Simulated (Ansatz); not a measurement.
System: L1₀ (CuAu-type) CuAu. Method: PBE-D4 (plane waves, PAW; Ansatz, a program for electronic structure).

Numerical settings: plane-wave cutoff 520 eV, 20×20×16 k mesh (along the axes of the cell as run), Fermi–Dirac smearing 0.05 eV, no spin polarisation, scalar-relativistic PAW data made under PBE.

Energies at three volumes about the minimum:

```
V (Å³/atom)  E − E_lowest (meV/atom)
-----------  -----------------------
14.166                          3.01
14.455                          0.00
14.745                          2.75
```

Problem. Fit a parabola by hand: where is the minimum, and what is the bulk modulus?

Solution. Slopes: (0.00 − 3.01)/(14.455 − 14.166) = -10.415 and (2.75 − 0.00)/(14.745 − 14.455) = 9.483 meV/Å³. Curvature E″ = 2 × (9.483 − (-10.415))/(14.745 − 14.166) = 68.732 meV/Å⁶. From the middle of the first interval, the slope vanishes at V0 = 14.3105 − (-10.415)/68.732 = 14.462 Å³/atom. B = V0 E″ = 14.462 × 68.732 meV/Å³ × 0.1602 GPa per meV/Å³ = 159 GPa. The full Birch–Murnaghan fit to all volumes gives V0 = 14.456 Å³/atom and B0 = 159 GPa.

Shape and atoms are relaxed at each volume.

Note: the bulk modulus comes from volumes at which shape and atoms were relaxed.
